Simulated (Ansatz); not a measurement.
AlGeCAs (model structure, started from the AlSiCN type, R3m, No. 160, 4 atoms in the cell), treated with G0W0@PBEsol (plane waves, hard PAW, contour deformation, complete-basis limit; Ansatz, a quantum-chemistry and plane-wave program).

Numerical settings: largest k mesh 6×6×6 (not extrapolated in the mesh).

Cell (relaxed with PBEsol):

```cif
data_C3Al3As3Ge3
_chemical_formula_sum 'Al3 As3 Ge3 C3'
_space_group_name_H-M_alt 'R3m :H'
_space_group_IT_number 160
_space_group_name_Hall 'R 3 -2"'
_cell_length_a 3.55546
_cell_length_b 3.55546
_cell_length_c 18.40454
_cell_angle_alpha 90.000
_cell_angle_beta 90.000
_cell_angle_gamma 120.000
loop_
_atom_site_label
_atom_site_type_symbol
_atom_site_symmetry_multiplicity
_atom_site_Wyckoff_symbol
_atom_site_fract_x
_atom_site_fract_y
_atom_site_fract_z
_atom_site_occupancy
Al1 Al 3 a 0.00000 0.00000 0.98072 1
As1 As 3 a 0.00000 0.00000 0.12167 1
Ge1 Ge 3 a 0.00000 0.00000 0.52133 1
C1 C 3 a 0.00000 0.00000 0.62632 1
```
(The calculation used a cell of 4 atoms; values per cell refer to that cell.)

Question: Estimate the band gap that the calculation returns.

Answer: 
band gap: 0.91 eV (indirect)

Note: filled d or f shells below the valence bands can shift G0W0 gaps through exchange with them, which wasn't tested here; the relaxation could raise the start's symmetry but not lower it, so the cell can be a saddle point; the gap holds a correction of +0.20 eV to the complete basis.

Spin–orbit coupling is not included.

Computed values are for the static lattice.

A model structure was made by putting elements into a prototype or built by hand; it is no filed structure, need not be a known phase, and can be a saddle point held by its symmetry.
